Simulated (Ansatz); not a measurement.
**metastable polar orthorhombic HfO2: the defect Er on the Hf site**

These are HSE06, PAW (plane waves to 420 eV; Ansatz, a program for electronic structure) values and carry that method's errors. Cell and caveats: 96-site cell; PBE lattice, 11.41 Å³ a site; 2×2×2 shifted k-points; start: the Hf site; no spin–orbit coupling; energies good to tenths of an eV; atoms relaxed at one k-point.

Neighbours after relaxation, in Å: of the Er atom: O 2.17, O 2.23, O 2.27, O 2.28, O 2.29, O 2.35, O 2.39.

```csv
charge,moment (μB),point group,largest move off a lattice site (Å)
−1,3.0,C1,0.17
```

Point groups are those of the whole cell at tolerances of 0.03 and 0.1 Å ("near" where only the looser one holds); none is given for unsettled states.

No usable result was obtained for charge +1, 0, −2.
